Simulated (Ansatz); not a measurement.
## C with two functionals

Base system: C in the diamond structure (space group Fd-3m, No. 227; a = 3.572 Å).

(Cell as relaxed with PBE.)

Levels (all Ansatz, a quantum-chemistry and plane-wave program, PAW, earlier PAW set): PBE (420 eV, without spin-orbit coupling); r2SCAN (500 eV, without spin-orbit coupling).

Each level relaxes its own structure.

| quantity | PBE | r2SCAN |
|---|---|---|
| volume per atom | 5.70 Å³ | 5.64 Å³ |
| lattice parameter a | 357.2 pm | 356.0 pm |
| band gap | 4.13 eV | 4.36 eV |
| gap character | indirect, Γ → Γ–X (71 % along) | indirect, Γ → Γ–X (71 % along) |
| electron mass | 1.7 mₑ along k, 0.29 mₑ across | 1.6 mₑ along k, 0.28 mₑ across |
| hole mass (degenerate bands, along [100]) | 0.30, 0.30, 0.51 mₑ | 0.28, 0.28, 0.47 mₑ |

PBE's volume per atom lies 0.054 Å³ above r2SCAN's (1.0 %); PBE's lattice parameter a lies 1.13 pm above r2SCAN's (0.3 %); PBE's band gap lies 0.23 eV below r2SCAN's; the two agree on the gap character. Neither level is exact; r2SCAN is the comparison here, not a measurement.

Effective masses come from finite differences of ±0.01 Å⁻¹. Along k means along the line from Γ to the band edge. Stability against distortions was not tested.
